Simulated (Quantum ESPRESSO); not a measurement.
Worked example: self-consistent single point of CsSnI3 (Pnma, 20 atoms in the cell) in Quantum ESPRESSO.

Level of theory: PBE, GBRV 1.5 ultrasoft (PBE) pseudopotentials (plane waves; Quantum ESPRESSO).

The change in words: lattice scaled by 0.97. Reference geometry:
```xyz
20
Lattice="10.4917 0.0000 0.0000 0.0000 4.7349 0.0000 0.0000 0.0000 17.7850" Properties=species:S:1:pos:R:3 pbc="T T T"
Cs     6.1287     1.1837     3.0217
Cs     4.3630     3.5512    14.7633
Cs     9.6088     3.5512    11.9141
Cs     0.8829     1.1837     5.8708
Sn     8.8273     1.1837    16.6841
Sn     1.6644     3.5512     1.1009
Sn     6.9102     3.5512     7.7916
Sn     3.5814     1.1837     9.9934
I      5.5275     3.5512    10.9484
I      4.9641     1.1837     6.8365
I     10.2100     1.1837     2.0559
I      0.2817     3.5512    15.7290
I      8.3305     3.5512     5.1818
I      2.1612     1.1837    12.6031
I      7.4070     1.1837    14.0743
I      3.0847     3.5512     3.7107
I      6.9886     3.5512    17.7606
I      3.5031     1.1837     0.0244
I      8.7489     1.1837     8.8681
I      1.7428     3.5512     8.9168
```

Reference input (self-consistent single point, DFT, PBE, plane waves, GBRV 1.5 ultrasoft (PBE) pseudopotentials): ecutwfc = 40 Ry; ecutrho = 200 Ry; occupations = fixed; potentials = {Cs: cs_pbe_v1.uspp.F.UPF, Sn: sn_pbe_v1.4.uspp.F.UPF, I: i_pbe_v1.uspp.F.UPF}; K_POINTS = automatic 2 3 1 0 0 0; nbnd = 96; conv_thr = 1e-10 Ry; mixing_beta = 0.5. This run's input differs from it in these lines:

```diff
@@ -26,22 +26,22 @@
 ATOMIC_POSITIONS angstrom
-Cs    6.1287224660    1.1837355000    3.0216636846
-Cs    4.3629705340    3.5512065000   14.7632903154
-Cs    9.6088170341    3.5512065000   11.9141406846
-Cs    0.8828759659    1.1837355000    5.8708133154
-Sn    8.8272908225    1.1837355000   16.6840653474
-Sn    1.6644021775    3.5512065000    1.1008886526
-Sn    6.9102486775    3.5512065000    7.7915883474
-Sn    3.5814443225    1.1837355000    9.9933656526
-I     5.5275484570    3.5512065000   10.9484176824
-I     4.9641445429    1.1837355000    6.8365363176
-I    10.2099910429    1.1837355000    2.0559406824
-I     0.2817019571    3.5512065000   15.7290133176
-I     8.3305091589    3.5512065000    5.1818241974
-I     2.1611838411    1.1837355000   12.6031298026
-I     7.4070303411    1.1837355000   14.0743011974
-I     3.0846626589    3.5512065000    3.7106528026
-I     6.9886216242    3.5512065000   17.7605886130
-I     3.5030713758    1.1837355000    0.0243653870
-I     8.7489178758    1.1837355000    8.8681116130
-I     1.7427751242    3.5512065000    8.9168423870
+Cs    5.9448606693    1.1482235000    2.9310137095
+Cs    4.2320813307    3.4446705000   14.3203912905
+Cs    9.3205523307    3.4446705000   11.5567162095
+Cs    0.8563896693    1.1482235000    5.6946887905
+Sn    8.5624719211    1.1482235000   16.1835430305
+Sn    1.6144700789    3.4446705000    1.0678619695
+Sn    6.7029410789    3.4446705000    7.5578405305
+Sn    3.4740009211    1.1482235000    9.6935644695
+I     5.3617218927    3.4446705000   10.6199649180
+I     4.8152201073    1.1482235000    6.6314400820
+I     9.9036911073    1.1482235000    1.9942624180
+I     0.2732508927    3.4446705000   15.2571425820
+I     8.0805937174    3.4446705000    5.0263693608
+I     2.0963482826    1.1482235000   12.2250356392
+I     7.1848192826    1.1482235000   13.6520718608
+I     2.9921227174    3.4446705000    3.5993331392
+I     6.7789628356    3.4446705000   17.2277705752
+I     3.3979791644    1.1482235000    0.0236344248
+I     8.4864501644    1.1482235000    8.6020680751
+I     1.6904918356    3.4446705000    8.6493369248
 K_POINTS automatic
@@ -49,5 +49,5 @@
 CELL_PARAMETERS angstrom
-  10.4916930000     0.0000000000     0.0000000000
-   0.0000000000     4.7349420000     0.0000000000
-   0.0000000000     0.0000000000    17.7849540000
+  10.1769420000     0.0000000000     0.0000000000
+   0.0000000000     4.5928940000     0.0000000000
+   0.0000000000     0.0000000000    17.2514050000
```

Output (repeated stretches shortened):

```
     Self-consistent Calculation

     iteration #  1     ecut=    40.00 Ry     beta= 0.50

     Threshold (ethr) on eigenvalues was too large:
     Diagonalizing with lowered threshold

     total energy              =   -1677.92399275 Ry
     estimated scf accuracy    <       1.42796289 Ry

     iteration #  2     ecut=    40.00 Ry     beta= 0.50

     total energy              =   -1678.24933977 Ry
     estimated scf accuracy    <       0.46167011 Ry

     iteration #  3     ecut=    40.00 Ry     beta= 0.50

     total energy              =   -1678.35712000 Ry
     estimated scf accuracy    <       0.03167266 Ry

   [... 9 blocks of this kind left out ...]

     iteration # 13     ecut=    40.00 Ry     beta= 0.50

     total energy              =   -1678.36306179 Ry
     estimated scf accuracy    <          1.3E-10 Ry

     iteration # 14     ecut=    40.00 Ry     beta= 0.50
     End of self-consistent calculation

     highest occupied, lowest unoccupied level (ev):     4.9053    6.8435

!    total energy              =   -1678.36306179 Ry
     estimated scf accuracy    <          4.1E-12 Ry

     convergence has been achieved in  14 iterations

     Forces acting on atoms (cartesian axes, Ry/au):

     atom    1 type  1   force =     0.00069674   -0.00000000   -0.00055876
     atom    2 type  1   force =    -0.00069674    0.00000000    0.00055876
     atom    3 type  1   force =    -0.00069674    0.00000000   -0.00055876
     atom    4 type  1   force =     0.00069674    0.00000000    0.00055876
     atom    5 type  2   force =     0.01073063    0.00000000    0.01483481
     atom    6 type  2   force =    -0.01073063    0.00000000   -0.01483481
   [... lines left out ...]

     Total force =     0.078684     Total SCF correction =     0.000008

          total   stress  (Ry/bohr**3)                   (kbar)     P=       34.54
   0.00023115   0.00000000   0.00000000           34.00        0.00        0.00
   0.00000000   0.00023099   0.00000000            0.00       33.98        0.00
   0.00000000   0.00000000   0.00024221            0.00        0.00       35.63

   JOB DONE.
```

The run converged in 14 iterations. Against the reference run the free energy rises by 51.9 meV/atom, the pressure goes from 1.04 to 3.45 GPa, the largest force goes from 0.188 to 0.620 eV/Å and the gap on the mesh goes from 2.060 to 1.938 eV.

The starting cell comes from a database of computed structures (which also holds hypothetical and non-ambient phases and stackings), without a prior relaxation at this level. Its lattice was rescaled by a random factor within 2.5 % of one. For this run, on top of that: lattice scaled by 0.97. Spin-orbit coupling is off.

Cost on one core of a shared machine: roughly 8 min.
